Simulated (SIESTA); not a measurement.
## Worked example: self-consistent single point of MgCr₂P₂O₁₀ (P1, 15 atoms in the cell) in SIESTA

Method: SIESTA 5.4.2 with GGA PBEsol, numerical atomic orbitals DZP, PseudoDojo PBEsol standard norm-conserving potentials (rewritten from UPF to PSML).

Input:

```
# files in the folder: Mg.psml Cr.psml P.psml O.psml (PseudoDojo PBEsol standard)
SystemName  MgCr2(PO5)2
SystemLabel mgcr2(po5)2

NumberOfAtoms                15
NumberOfSpecies              4
%block ChemicalSpeciesLabel
  1 12 Mg
  2 24 Cr
  3 15 P
  4 8 O
%endblock ChemicalSpeciesLabel
LatticeConstant              1.0 Ang
%block LatticeVectors
     5.374720000    0.000000000    0.000000000
    -0.924189000    5.395103000    0.000000000
    -1.948069000   -2.401818000    6.394695000
%endblock LatticeVectors
AtomicCoordinatesFormat      Fractional
%block AtomicCoordinatesAndAtomicSpecies
     0.785690000    0.629150000    0.241020000  1
     0.502550000    0.006170000    0.497650000  2
     0.501970000    0.987370000    0.992030000  2
     0.179410000    0.337880000    0.245350000  3
     0.837530000    0.644440000    0.745190000  3
     0.399670000    0.329540000    0.134340000  4
     0.205450000    0.148840000    0.376710000  4
     0.656140000    0.678340000    0.891200000  4
     0.775240000    0.787850000    0.575740000  4
     0.785860000    0.342570000    0.614790000  4
     0.135180000    0.754630000    0.897010000  4
     0.204680000    0.638520000    0.374030000  4
     0.876430000    0.258740000    0.093460000  4
     0.445970000    0.045590000    0.737660000  4
     0.588990000    0.916760000    0.253230000  4
%endblock AtomicCoordinatesAndAtomicSpecies

XC.functional                GGA
XC.authors                   PBEsol
PAO.BasisSize                DZP
PAO.EnergyShift              0.01 Ry
MeshCutoff                   350 Ry
%block kgrid.MonkhorstPack
    4   0   0  0.0
    0   4   0  0.0
    0   0   3  0.0
%endblock kgrid.MonkhorstPack
OccupationFunction           MP
OccupationMPOrder            0
ElectronicTemperature        20.0 meV
Spin                         polarized
%block DM.InitSpin
  1 +0.00
  2 +3.00
  3 +3.00
  4 +0.00
  5 +0.00
  6 +0.00
  7 +0.00
  8 +0.00
  9 +0.00
  10 +0.00
  11 +0.00
  12 +0.00
  13 +0.00
  14 +0.00
  15 +0.00
%endblock DM.InitSpin

MaxSCFIterations             150
SCF.Mixer.Method             Broyden
SCF.Mixer.Weight             0.1
SCF.Mixer.History            6
SCF.DM.Tolerance             1.0E-05
Diag.ParallelOverK           true
WriteForces                  true
Charge.Mulliken              end
```

The program printed (abridged):

```
reinit: Reading from file input.fdf

reinit: System Name: MgCr2(PO5)2
reinit: System Label: mgcr2(po5)2

NOTE on units for spin output:
{S} is the spin magnetic moment, in units of the Bohr magneton,
assuming a g-factor for the electron spin of exactly 2.
The spin magnetic moment is then numerically equal to the charge inbalance,
in units of electrons, between the spin-up and -down channels.

coor:   Atomic-coordinates input format  =     Fractional

siesta: Atomic coordinates (Bohr) and species
siesta:      5.99400   5.32042   2.91254  1        1
siesta:      3.26149  -2.19582   6.01371  2        2
siesta:     -0.27800   5.56390  11.98791  2        3
siesta:      0.32892   2.33119   2.96486  3        4
siesta:      4.63781   3.18799   9.00504  3        5
siesta:      2.98927   2.75001   1.62339  4        6
siesta:      0.43997  -0.19234   4.55225  4        7
siesta:      2.19876   2.87090  10.76946  4        8
siesta:      4.37848   5.41918   6.95737  4        9
siesta:      5.12026   0.70220   7.42926  4       10
siesta:     -3.24712   3.62232  10.83967  4       11
siesta:     -0.41319   4.81224   4.51986  4       12
siesta:      8.10574   2.21373   1.12939  4       13
siesta:      1.73442  -2.88327   8.91405  4       14
siesta:      3.44892   8.19726   3.06009  4       15

siesta: System type = bulk

initatomlists: Number of atoms, orbitals, and projectors:     15   203   210

siesta: ******************** Simulation parameters ****************************
redata: Spin configuration                          = collinear
redata: Time-Reversal Symmetry                      = T
redata: Number of Atomic Species                    =        4
redata: Mesh Cutoff                                 =   350.0000 Ry
redata: Net charge of the system                    =     0.0000 |e|
redata: Min. number of SCF Iter                     =        0
redata: Max. number of SCF Iter                     =      150
   [... lines left out ...]
diag: Absolute tolerance                            =  0.100E-15
diag: Orthogonalization factor                      =  0.100E-05
diag: Memory factor                                 =  1.0000

superc: Internal auxiliary supercell:     5 x     5 x     5  =     125
superc: Number of atoms, orbitals, and projectors:   1875  25375  26250

                        Single-point calculation

superc: Internal auxiliary supercell:     5 x     5 x     5  =     125
superc: Number of atoms, orbitals, and projectors:   1875  25375  26250

outcell: Unit cell vectors (Ang):
        5.374720    0.000000    0.000000
       -0.924189    5.395103    0.000000
       -1.948069   -2.401818    6.394695

outcell: Cell vector modules (Ang)   :    5.374720    5.473688    7.103226
outcell: Cell angles (23,13,12) (deg):    106.6767    105.9174     99.7205
outcell: Cell volume (Ang**3)        :    185.4280
new_DM -- step:     1
Initializing Density Matrix...

Attempting to read DM from file... Failed...
initDM: WARNING: atom 1 has a closed-shell and cannot be polarized
DM filled with atomic data (user-defined):

InitMesh: MESH = 60 x 60 x 72 = 259200
InitMesh: Mesh cutoff (required, used) =   350.000   350.370 Ry

stepf: Methfessel-Paxton step function
       Using Hermite-Gauss polynomials of order  0
        iscf     Eharris(eV)        E_KS(eV)     FreeEng(eV)     dDmax    Ef(eV) dHmax(eV)
   scf:    1   -10955.656705   -11201.141252   -11201.143620  0.742015  0.293145 48.246884
     spin moment: {S} , |S| = {        0.0        0.0    2.47765 }     2.47765
   scf:    2   -11344.935006   -11283.625992   -11283.625992  0.505149 -2.313999 24.172163
     spin moment: {S} , |S| = {        0.0        0.0    4.00000 }     4.00000
   scf:    3   -11324.393699   -11313.441571   -11313.441571  0.297477 -5.111580  5.903054
     spin moment: {S} , |S| = {        0.0        0.0    4.00000 }     4.00000
   scf:    4   -11315.136658   -11314.771525   -11314.771525  0.039801 -5.471090  4.400696
     spin moment: {S} , |S| = {        0.0        0.0    4.00000 }     4.00000
   scf:    5   -11315.030353   -11315.175874   -11315.175874  0.037440 -5.410110  3.425473
     spin moment: {S} , |S| = {        0.0        0.0    4.00000 }     4.00000
   scf:    6   -11315.783942   -11315.575958   -11315.575960  0.021759 -5.588345  2.793264
   [... lines left out ...]
   scf:   23   -11315.790100   -11315.790098   -11315.790098  0.000060 -5.756579  0.002569
     spin moment: {S} , |S| = {        0.0        0.0    4.00000 }     4.00000
   scf:   24   -11315.790100   -11315.790099   -11315.790099  0.000041 -5.756580  0.001703
     spin moment: {S} , |S| = {        0.0        0.0    4.00000 }     4.00000
   scf:   25   -11315.790100   -11315.790100   -11315.790100  0.000026 -5.756575  0.001258
     spin moment: {S} , |S| = {        0.0        0.0    4.00000 }     4.00000
   scf:   26   -11315.790100   -11315.790100   -11315.790100  0.000020 -5.756572  0.000946
     spin moment: {S} , |S| = {        0.0        0.0    4.00000 }     4.00000
   scf:   27   -11315.790100   -11315.790100   -11315.790100  0.000012 -5.756574  0.000793
     spin moment: {S} , |S| = {        0.0        0.0    4.00000 }     4.00000
   scf:   28   -11315.790100   -11315.790100   -11315.790100  0.000010 -5.756573  0.000665
     spin moment: {S} , |S| = {        0.0        0.0    4.00000 }     4.00000
SCF Convergence by DM+H criterion
max |DM_out - DM_in|         :     0.0000095122
max |H_out - H_in|      (eV) :     0.0006652343
SCF cycle converged after 28 iterations

Using DM_out to compute the final energy and forces

siesta: E_KS(eV) =           -11315.7901

siesta: E_KS - E_eggbox =    -11315.7901

siesta: Atomic forces (eV/Ang):
     1   -0.090186   -0.000323    0.025636
     2   -0.282260    0.348914    0.668734
     3   -0.142451   -0.035645   -0.694666
     4    0.140220   -0.201722    0.266491
     5   -0.132118    0.265151   -0.243380
     6    0.099327   -0.471746   -0.052453
     7    0.598763    0.008478   -0.051900
     8   -0.156974    0.565810    0.155824
     9   -0.313047   -0.103734    0.049517
    10   -0.502660   -0.216098    0.057916
    11    0.357832    0.394040    0.025185
    12    0.187028   -0.031725   -0.347678
    13   -0.251464   -0.164137    0.238159
    14    0.852954   -0.678583    0.030052
    15   -0.365703    0.336765   -0.149822
   Tot   -0.000740    0.015445   -0.022384
   Max    0.852954
   Res    0.328821    sqrt( Sum f_i^2 / 3N )
   Max    0.852954    constrained

Stress tensor Voigt[x,y,z,yz,xz,xy] (kbar):      159.94      160.46      180.62       -8.76       -5.91       -2.37
(Free)E + p*V (eV/cell)   -11335.1186
Target enthalpy (eV/cell)   -11315.7901

siesta: Program's energy decomposition (eV):
siesta: Ebs     =     -2459.878369
siesta: Eions   =     15796.634259
siesta: Ena     =      1875.476907
siesta: Ekin    =      6132.963712
siesta: Enl     =     -1496.948864
siesta: Eso     =         0.000000
siesta: Edftu   =         0.000000
siesta: DEna    =       107.603431
siesta: DUscf   =        11.552639
siesta: DUext   =         0.000000
siesta: Ex      =     -1999.720782
siesta: Ec      =      -150.082884
siesta: Exc     =     -2149.803666
siesta: Eharris =    -11315.790100
siesta: Etot    =    -11315.790100
siesta: FreeEng =    -11315.790100

siesta: Atomic forces (eV/Ang):
siesta:      1   -0.090186   -0.000323    0.025636
siesta:      2   -0.282260    0.348914    0.668734
siesta:      3   -0.142451   -0.035645   -0.694666
   [... lines left out ...]
siesta: Cell volume =        185.428045 Ang**3
siesta:        -167.00603322       -153.66677193  kBar
   [... lines left out ...]
   5  2.373   0.349   0.165   0.254   0.282   0.260   0.129   0.107   0.123
              0.128   0.147   0.144   0.148   0.137

Species: O
Atom  Qatom  Qorb
               2s      2s      2py     2pz     2px     2py     2pz     2px
               3Pdxy   3Pdyz   3Pdz2   3Pdxz   3Pdx2-y2
   6  3.152   0.775   0.063   0.823   0.752   0.595  -0.009   0.039   0.101
              0.003   0.002   0.003   0.003   0.004
   7  3.091   0.769   0.069   0.559   0.669   0.778   0.129   0.087   0.016
   [... 17 lines left out ...]

mulliken: Qtot =       52.000

Mulliken Atomic Populations:
Atom #   charge [q] valence [e]      Sz [e]  Species
     1     0.937374    9.062626   -0.001954  Mg
     2     0.616109   13.383891    2.029218  Cr
     3     0.589899   13.410101    2.525152  Cr
     4     0.288565    4.711435    0.012291  P
     5     0.243119    4.756881    0.010998  P
     6    -0.285682    6.285682   -0.018166  O
     7    -0.178029    6.178029   -0.004551  O
     8    -0.255615    6.255615   -0.012305  O
     9    -0.277341    6.277341    0.000936  O
    10    -0.163697    6.163697    0.009763  O
    11    -0.156891    6.156891    0.020287  O
    12    -0.299942    6.299942   -0.016615  O
    13    -0.287722    6.287722   -0.017985  O
    14    -0.240606    6.240606   -0.411730  O
    15    -0.529540    6.529540   -0.125339  O
 Total     0.000000                4.000000
```

The run converged in 28 iterations.

The starting cell comes from a database of computed structures (which also holds hypothetical and non-ambient phases and stackings), without a prior relaxation at this level. Its lattice was rescaled by a random factor within 2.5 % of one. The magnetic order is the one reached from the typed start; others were not searched systematically. Values carry the incompleteness of an atom-centred basis. With a pressure of about -17 GPa the cell is away from its equilibrium volume at this level. Forces in this geometry exceed 1 eV/Å.

Cost on one core of a shared machine: roughly 2 min.
